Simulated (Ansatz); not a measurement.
Data:

```
CELL_PARAMETERS angstrom
      3.93654     0.00000     0.00000
      0.00000     3.93654     0.00000
      0.00000     0.00000     3.93654
ATOMIC_POSITIONS crystal
  Sr 0.00000 0.00000 0.00000
  Ti 0.50000 0.50000 0.50000
  O  0.00000 0.50000 0.50000
  O  0.50000 0.50000 0.00000
  O  0.50000 0.00000 0.50000
```

No spin polarisation.

The values are results of PBE/PAW in Ansatz (a quantum-chemistry and plane-wave program), scalar-relativistic without spin-orbit coupling, earlier PAW set, not measurements. Γ-centred 8×8×8 mesh, Fermi–Dirac width 0.05 eV.

Q: Predict the band gap, gap character, smallest direct gap and space group.

A: The band gap comes out as 1.85 eV. The gap character is indirect, R → Γ. The smallest direct gap is 2.20 eV and the space group is Pm-3m (No. 221).

No phonon test of stability was made. All final runs are without spin polarisation. The cell was made from BaTiO3 by this change: Ba → Sr. Many cubic perovskites are stable only at high temperature; tilts and polar distortions were not tested.
